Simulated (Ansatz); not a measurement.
Input:

Host crystal: corundum, with a band gap (PBE, scalar-relativistic without spin-orbit coupling).

End structure of H2O on the 1x1 (0001) surface of corundum (cut with top plane Al), one in a 1x1 cell, started at the site 'top O':

```yaml
crystal:
  lattice:
    - [4.80875, 0.00000, 0.00000]
    - [-2.40438, 4.16450, 0.00000]
    - [0.00000, 0.00000, 27.50000]
  atoms:
    - { symbol: Al, position: [0.66667, 0.33333, 0.37743] }
    - { symbol: O, position: [0.65631, 0.68187, 0.38078] }
    - { symbol: O, position: [0.31813, 0.97443, 0.38078] }
    - { symbol: O, position: [0.02557, 0.34369, 0.38078] }
    - { symbol: Al, position: [0.00000, 0.00000, 0.41229] }
    - { symbol: Al, position: [0.33333, 0.66667, 0.42276] }
    - { symbol: O, position: [0.31288, 0.31024, 0.45957] }
    - { symbol: O, position: [0.99736, 0.68712, 0.45957] }
    - { symbol: O, position: [0.68976, 0.00264, 0.45957] }
    - { symbol: Al, position: [0.66661, 0.33335, 0.49203] }
    - { symbol: Al, position: [0.99961, 0.00007, 0.50810] }
    - { symbol: O, position: [0.97237, 0.32979, 0.54030] }
    - { symbol: O, position: [0.66538, 0.64772, 0.53981] }
    - { symbol: O, position: [0.35979, 0.02473, 0.54040] }
    - { symbol: Al, position: [0.32961, 0.66645, 0.57558] }
    - { symbol: Al, position: [0.66711, 0.33793, 0.58674] }
    - { symbol: O, position: [0.64457, 0.00316, 0.62510] }
    - { symbol: O, position: [0.34682, 0.36754, 0.61732] }
    - { symbol: O, position: [0.00951, 0.66089, 0.61687] }
    - { symbol: Al, position: [0.00872, 0.00780, 0.63273] }
    - { symbol: O, position: [0.22869, 0.00735, 0.69528] }
    - { symbol: H, position: [0.35541, 0.23112, 0.70546] }
    - { symbol: H, position: [0.38914, 0.97494, 0.67509] }
```

Model: 23-atom slab, 6.7 Å thick at the start under the adsorbate (thin: gaps and levels are the slab's own), 6x6x1 mesh, Fermi-Dirac 0.01 eV, dipole correction, 9 atoms held, the rest relaxed; no symmetry held; no spin, no spin-orbit, no U, no dispersion correction. At the end it is bonded to Al. In PBE it is, or lies within 0.03 eV of, the lowest of the starts that converged.

A negative adsorption energy means that the adsorbate is more stable on the surface than in its reference.

Question: What gap of the slab on its k-mesh does PBE (Ansatz, a program for electronic structure) give?

Answer: 3.48 eV

Question: Estimate the highest filled level below the top vacuum level that PBE returns for this input.

Answer: 4.94 eV

Question: Predict the change of the step from the bottom to the top vacuum level, against the clean slab from PBE.

Answer: -1.61 eV

Question: What is the computed adsorption energy against H2O(g) (PBE)?

Answer: -0.95 eV
